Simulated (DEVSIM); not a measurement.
System: abrupt GaAs n-p junction, at 300 K.

Layer 1 from the left is GaAs, thickness (μm) 1.00, Nd (cm⁻³) 1.1e16, τn (s) 2.2e-9, τp (s) 2.2e-9. Layer 2 from the left is GaAs, thickness (μm) 3.50, Na (cm⁻³) 3.2e15, τn (s) 2.2e-9, τp (s) 2.2e-9.

Left contact: ohmic. Right contact: ohmic. Voltage is applied to the left contact. Recombination: SRH at mid-gap, radiative, Auger. Mobility is μmin + (μ − μmin)/(1 + (N/Nref)^α).

The device is made up for the run: typed textbook-type constants, with dimensions and the other settings drawn at random. Values at 300 K.

GaAs: gap (eV) 1.424, affinity (eV) 4.07, permittivity 12.9, Nc (cm⁻³) 4.7e17, Nv (cm⁻³) 9e18, μn (cm²/Vs) 8500, μp (cm²/Vs) 400, μn,min 500, μp,min 20, Nref,n 6e16, Nref,p 1.5e17, αn 0.39, αp 0.38, B (cm³/s) 2e-10, Cn (cm⁶/s) 1e-30, Cp (cm⁶/s) 1e-30.

Estimate by hand the built-in potential, the peak field at zero bias, the capacitance at 1.5 V, and compare with a numerical solution.


- Built-in potential: ni = √(Nc Nv) exp(−Eg/2kT) = 2250000 cm⁻³ with Eg = 1.424 eV; Vbi = kT/q ln(Na Nd/ni²) = 1.122 V; numerical 1.122 V.
- Peak field at zero bias: depletion approximation: W = √(2εVbi/(qN)) = 0.803 μm with N = 2.48e15 cm⁻³; field = 2Vbi/W = 27900 V/cm; numerical 27300 V/cm (estimate above by 2.4 %).
- Capacitance at 1.5 V: C = √(qεN / 2(Vbi + |V|)) = 9.30 nF/cm²; numerical 9.40 nF/cm² (estimate below by 1.0 %).

DEVSIM, 1D drift-diffusion, Boltzmann statistics, complete ionisation; no tunnelling, impact ionisation, image-force lowering or self-heating.
